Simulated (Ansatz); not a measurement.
The starting structures come from a database of crystals and need not be the phases stable at ambient conditions.

By PBEsol, the system below comes out a metal.

A figure of merit of an interconnect metal is its ballistic conductance per area.

Here is the system:

```
CELL_PARAMETERS angstrom
      3.07046     0.00000     0.00000
      0.00000    13.33673     0.00000
      1.53523     0.00000     2.65910
ATOMIC_POSITIONS crystal
  Ti 0.33333 0.91404 0.33333
  Ti 0.66667 0.08596 0.66667
  Ti 0.66667 0.41404 0.66667
  Ti 0.33333 0.58596 0.33333
  Ga 0.33333 0.25000 0.33333
  Ga 0.66667 0.75000 0.66667
  C  0.00000 0.50000 0.00000
  C  0.00000 0.00000 0.00000
```

Space group of this cell: P6_3/mmc. The cell is taken as given; by PBEsol its mean pressure is -3.8 GPa.

The current flows along the normal of the first two printed cell vectors, the (100) plane of the conventional cell. No spin-orbit coupling; the value is a mean over 0.1 eV about the Fermi level.

Question: State the ballistic conductance per area according to Ansatz (a program for electronic structure) with PBEsol.

Answer: 0.54 × 10¹⁵ S/m² for both spins.
